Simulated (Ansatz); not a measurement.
CoSi: point defects

The parent structure is an 8-atom supercell of CoSi (space group P2_13, No. 198; non-magnetic) at its relaxed geometry.

```xyz
8
Lattice="4.3861 0.0000 0.0000 0.0000 4.3861 0.0000 0.0000 0.0000 4.3861" Properties=species:S:1:pos:R:3 pbc="T T T"
Co     0.6386     0.6386     0.6386
Co     2.8317     1.5544     3.7475
Co     3.7475     2.8317     1.5544
Co     1.5544     3.7475     2.8317
Si     3.6989     3.6989     3.6989
Si     1.5058     2.8803     0.6873
Si     0.6873     1.5058     2.8803
Si     2.8803     0.6873     1.5058
```

One neutral defect a cell, atoms relaxed at fixed cell.

Level of theory: PBEsol/PAW in Ansatz (an electronic-structure program), no spin-orbit coupling, earlier PAW set.

| change | pressure | largest displacement of a host atom from its site in the perfect cell |
|---|---|---|
| perfect supercell | 0.0 GPa | – |
| Co interstitial (started 1.58 Å from the nearest host atom) | 46.4 GPa | 0.43 Å |
| Co vacancy | -7.4 GPa | 0.08 Å |
| S on a Si site, symmetric start | 5.5 GPa | 0.05 Å |
| Si on a Co site (antisite), symmetric start | 17.5 GPa | 0.09 Å |
| Tl on a Si site | 37.2 GPa | 0.14 Å |

The magnetic state is the one reached from the starting moments; the real material's order can differ, and small cells can't hold many antiferromagnetic ones. In so small a cell the defect repeats every few ångströms: this is an ordered compound, not a dilute defect. Defects with a symmetric start kept the site's symmetry and may sit on a saddle; the others started slightly shaken. Starting moments died away, wholly or in part, for Co interstitial (started 1.58 Å from the nearest host atom), the base, Co vacancy and S on a Si site and more; another magnetic solution may exist. Spin-polarised in the final run: Co interstitial (started 1.58 Å from the nearest host atom), Co vacancy, S on a Si site, Si on a Co site (antisite) and Tl on a Si site; the other runs are not.
